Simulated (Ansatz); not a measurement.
The reference is GaP in the zinc blende structure (space group F-43m, No. 216; a = 5.3914 Å). Axes: x, y, z lie along the cube axes.

Calculations: LDA, PAW, 420 eV (Ansatz, a first-principles code; no spin-orbit coupling).

One thing is altered: an isotropic linear strain of −1.00 %; the atoms relax in the strained cell.

Problem. Predict the stress tensor and what it implies for the stiffness.

Solution. Stress of the strained cell less that of the base (GPa, compression positive):
```
   2.90    0.00    0.00
   0.00    2.90    0.00
   0.00    0.00    2.90
```

Then B = −ΔP/(ΔV/V₀) with ΔV/V₀ = -0.0297 gives secant stiffness values (nonlinear terms included at this strain): B ≈ 98 GPa.

As a check, the harmonic strain energy −½ V₀ Δσ:ε is 5.3 meV/atom; the computed energy rise is 5.1 meV/atom.

Whether these cells are dynamically stable was not tested.
